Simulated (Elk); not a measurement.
**Input and output of a self-consistent single point for Sn (Im-3m, 1 atom in the cell) (Elk)**

Level of theory: Elk 10.2.4 with LDA (PW92), all-electron FP-LAPW, Elk's shipped species files, default APW+lo basis.

The input file:

```
tasks
  0

swidth
  0.00367493

maxscl
  100

avec
   -3.5696283987    3.5696283987    3.5696283987
    3.5696283987   -3.5696283987    3.5696283987
    3.5696283987    3.5696283987   -3.5696283987

atoms
  1
  'Sn.in'
  1
  0.0000000000  0.0000000000  0.0000000000    0.0 0.0 0.0

ngridk
  10 10 10
```

Log, with long lists cut:

```
│ Elk code version 10.2.4 │

All units are atomic (Hartree, Bohr, etc.)

│ Ground-state run starting from atomic densities │

Lattice vectors :
  -3.569628399       3.569628399       3.569628399
   3.569628399      -3.569628399       3.569628399
   3.569628399       3.569628399      -3.569628399

Unit cell volume      :    181.9403457
Brillouin zone volume :    1.363360131

Muffin-tin inner radius fraction :   0.1000000000E-01

Nuclei treated as point charges

Species :    1 (Sn)
 parameters loaded from : Sn.in
 name : tin
 nuclear charge    :   -50.00000000
 electronic charge :    50.00000000
 atomic mass :    216395.0920
 muffin-tin radius :    2.600000000
 number of radial points in muffin-tin :    597
 atomic positions (lattice), magnetic fields (Cartesian) :
   1 :   0.00000000  0.00000000  0.00000000    0.00000000  0.00000000  0.00000000

Total number of atoms per unit cell :    1

Spin treatment :
 spin-unpolarised

Number of Bravais lattice symmetries :   48
Number of crystal symmetries         :   48
Crystal has inversion symmetry
Real symmetric eigensolver will be used

k-point grid :     10    10    10
k-point offset :    0.000000000       0.000000000       0.000000000
k-point set is reduced with full crystal symmetry group
Total number of k-points :       47

Muffin-tin radius times maximum |G+k| :    7.000000000
 using average radius
Maximum |G+k| for APW functions       :    2.692307692
Maximum (1/2)|G+k|²                   :    3.624260355
Maximum |G| for potential and density :    12.00000000
 potential will be trimmed for |G| > 2 gkmax
Constant for pseudocharge density :    8
Radial integration step length :    4

G-vector grid sizes :     24    24    24
Number of G-vectors :     5281

Maximum angular momentum used for
 APW functions                      :    8
 outer part of muffin-tin           :    6
 inner part of muffin-tin           :    1

Total nuclear charge    :   -50.00000000
Total core charge       :    30.00000000
Total valence charge    :    20.00000000
Total excess charge     :    0.000000000
Total electronic charge :    50.00000000

Effective Wigner radius, rₛ :   0.9541649676

Number of empty states         :    4
Total number of valence states :   14
Total number of core states    :   30

Total number of local-orbitals :   17

Exchange-correlation functional :      3     0     0
 Perdew-Wang/Ceperley-Alder, Phys. Rev. B 45, 13244 (1992)
 gradient requirement :    0
 local density approximation (LDA)

Smearing type :    3
 Fermi-Dirac
Smearing width :   0.3674930000E-02
Effective electronic temperature (K) :    1160.451112

Mixing type :    3
 Broyden mixing, J. Phys. A: Math. Gen. 17, L317 (1984)

Kohn-Sham potential initialised from atomic data

│ Self-consistent loop started │
│ Loop number : 1 │
 total energy                :     -6176.02267093
│ Loop number : 2 │
 total energy                :     -6176.03278004
RMS change in Kohn-Sham potential (target) :   0.3760782234E-01 (  0.1000000000E-05)
Absolute change in total energy (target)   :   0.1010911161E-01 (  0.1000000000E-03)
│ Loop number : 3 │
 total energy                :     -6176.02383619
RMS change in Kohn-Sham potential (target) :   0.3739624798E-01 (  0.1000000000E-05)
Absolute change in total energy (target)   :   0.6416575791E-02 (  0.1000000000E-03)
│ Loop number : 4 │
 total energy                :     -6175.30012161
RMS change in Kohn-Sham potential (target) :   0.2549287161E-01 (  0.1000000000E-05)
Absolute change in total energy (target)   :   0.7253187170     (  0.1000000000E-03)
│ Loop number : 5 │
 total energy                :     -6174.36748665
RMS change in Kohn-Sham potential (target) :   0.1020112936E-01 (  0.1000000000E-05)
Absolute change in total energy (target)   :    1.113964644     (  0.1000000000E-03)
│ Loop number : 6 │
 total energy                :     -6173.92809764
RMS change in Kohn-Sham potential (target) :   0.2850531814E-02 (  0.1000000000E-05)
Absolute change in total energy (target)   :   0.7178801728     (  0.1000000000E-03)
│ Loop number : 7 │
 total energy                :     -6173.76184285
RMS change in Kohn-Sham potential (target) :   0.2935770128E-04 (  0.1000000000E-05)
Absolute change in total energy (target)   :   0.3457248246     (  0.1000000000E-03)
│ Loop number : 8 │
 total energy                :     -6173.76293036
RMS change in Kohn-Sham potential (target) :   0.4404585786E-04 (  0.1000000000E-05)
Absolute change in total energy (target)   :   0.8534370027E-01 (  0.1000000000E-03)
│ Loop number : 9 │
 total energy                :     -6173.76294261
RMS change in Kohn-Sham potential (target) :   0.4173262469E-04 (  0.1000000000E-05)
Absolute change in total energy (target)   :   0.2132367694E-01 (  0.1000000000E-03)
│ Loop number : 10 │
 total energy                :     -6173.76214942
RMS change in Kohn-Sham potential (target) :   0.2713237457E-05 (  0.1000000000E-05)
Absolute change in total energy (target)   :   0.6124109181E-02 (  0.1000000000E-03)
│ Loop number : 11 │
 total energy                :     -6173.76210727
RMS change in Kohn-Sham potential (target) :   0.6040401459E-06 (  0.1000000000E-05)
Absolute change in total energy (target)   :   0.1573173303E-02 (  0.1000000000E-03)
│ Loop number : 12 │
 total energy                :     -6173.76209833
RMS change in Kohn-Sham potential (target) :   0.9944766799E-07 (  0.1000000000E-05)
Absolute change in total energy (target)   :   0.4022394478E-03 (  0.1000000000E-03)
│ Loop number : 13 │
 total energy                :     -6173.76209649
RMS change in Kohn-Sham potential (target) :   0.3187172248E-07 (  0.1000000000E-05)
Absolute change in total energy (target)   :   0.1023975938E-03 (  0.1000000000E-03)
│ Loop number : 14 │
 total energy                :     -6173.76209636
RMS change in Kohn-Sham potential (target) :   0.1016119735E-07 (  0.1000000000E-05)
Absolute change in total energy (target)   :   0.2572941412E-04 (  0.1000000000E-03)
Convergence targets achieved

│ Loop number : 15 │

Energies :
 Fermi                       :     0.232949743878
 sum of eigenvalues          :     -3727.44182307
 electron kinetic            :      6497.63314393
 core electron kinetic       :      6259.27761820
 Coulomb                     :     -12511.4304417
 Coulomb potential           :     -10012.9407611
 nuclear-nuclear             :     -531.072494161
 electron-nuclear            :     -13947.7751340
 Hartree                     :      1967.41718644
 Madelung                    :     -7504.96006114
 xc potential                :     -212.134205917
 exchange                    :     -155.175821046
 correlation                 :     -4.78804236939
 electron entropic           :    -0.936057733160E-03
 total energy                :     -6173.76209722

Density of states at Fermi energy :    22.21087139
 (states/Hartree/unit cell)

Estimated indirect band gap :   0.7738926003E-03
 from k-point      4 to k-point     45
Estimated direct band gap   :   0.2715213154E-01
 at k-point     46

Charges :
 core                        :    30.00000000
 valence                     :    20.00000000
 interstitial                :    1.931049049
 muffin-tins (core leakage)
  species :    1 (Sn)
   atom    1                 :    48.06895095     (  0.6779207903E-04)
 total in muffin-tins        :    48.06895095
 total calculated charge     :    49.99686903
 total charge                :    50.00000000
 error                       :   0.3130972988E-02

│ Self-consistent loop stopped │
```

The run converged in 15 iterations. The count includes the last loop, which Elk runs after its targets are met.

The starting cell comes from a database of computed structures (which also holds hypothetical and non-ambient phases and stackings), without a prior relaxation at this level. Its lattice was rescaled by up to half a per cent. Values depend on the basis (sphere radii, cutoffs, local orbitals), which need not be converged. The log's line on a gap gives a spacing of levels on this mesh, which the program prints for metals too.
